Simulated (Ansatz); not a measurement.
Partial pair distribution functions of a relaxed model of amorphous Hf18O36Cu2, broadened by 0.06 Å; density 9.16 g/cm³. Method: PBE, scalar-relativistic without spin-orbit coupling (plane waves to 420 eV, PAW; Ansatz, an electronic-structure program).

It comes from a melt-quench run on a machine-learned potential (CHGNet), relaxed afterwards by DFT. O atoms were pushed apart under 1.9 Å during the dynamics, to hinder bonds among them. The hot cell started wider than the set density and was brought back towards it in steps. It is the lowest in DFT energy of 2 quenches. It is a model cell: composition and starting density were chosen by hand, and all elements were melted together. No dispersion term was used. Its density started from a set value of 9.02 and ended at 9.16 g/cm³. The quench (nominally 300 K/ps over its main leg) was far faster than any real one, so the model tends to hold more defects than a real film. A cell of this size samples the disorder only roughly. The volume was free in the relaxation, at fixed shape. Stress components on the final sampling reach 3.1 GPa. On a 2×2×2 Γ-centred mesh force components of up to 0.15 eV/Å stay, since the relaxation ran on the zone centre alone.

| r (Å) | g Hf-O | g Hf-Cu | g Hf-Hf | g O-O |
|---|---|---|---|---|
| 1.75 | 0.00 | 0.00 | 0.00 | 0.00 |
| 1.85 | 0.29 | 0.00 | 0.00 | 0.00 |
| 1.95 | 2.77 | 0.00 | 0.00 | 0.00 |
| 2.05 | 6.75 | 0.00 | 0.00 | 0.00 |
| 2.15 | 6.20 | 0.00 | 0.00 | 0.00 |
| 2.25 | 3.02 | 0.00 | 0.00 | 0.00 |
| 2.35 | 1.33 | 0.00 | 0.00 | 0.10 |
| 2.45 | 0.46 | 0.00 | 0.00 | 0.60 |
| 2.55 | 0.03 | 0.01 | 0.00 | 1.44 |
| 2.65 | 0.05 | 0.49 | 0.00 | 2.61 |
| 2.75 | 0.15 | 2.72 | 0.00 | 2.97 |
| 2.85 | 0.15 | 4.47 | 0.00 | 2.25 |
| 2.95 | 0.29 | 2.72 | 0.00 | 1.81 |
| 3.05 | 0.26 | 1.43 | 0.02 | 1.87 |
| 3.15 | 0.28 | 2.12 | 0.59 | 1.55 |
| 3.25 | 0.41 | 0.77 | 2.02 | 1.19 |
| 3.35 | 0.45 | 0.86 | 2.47 | 0.84 |
| 3.45 | 0.47 | 1.05 | 2.44 | 0.62 |
| 3.55 | 0.63 | 1.27 | 3.10 | 0.73 |
| 3.65 | 0.84 | 2.10 | 2.86 | 0.76 |
| 3.75 | 0.94 | 2.03 | 2.58 | 0.85 |
| 3.85 | 0.93 | 1.05 | 1.97 | 0.81 |
| 3.95 | 1.03 | 1.55 | 1.78 | 0.95 |
| 4.05 | 1.08 | 1.20 | 1.62 | 1.01 |
| 4.15 | 1.31 | 0.20 | 0.91 | 0.82 |
| 4.25 | 1.28 | 0.57 | 0.33 | 0.73 |
| 4.35 | 1.32 | 0.54 | 0.23 | 0.80 |
| 4.45 | 1.44 | 0.43 | 0.28 | 0.63 |

Within 2.56 Å each Hf has 6.00 O neighbours on average.
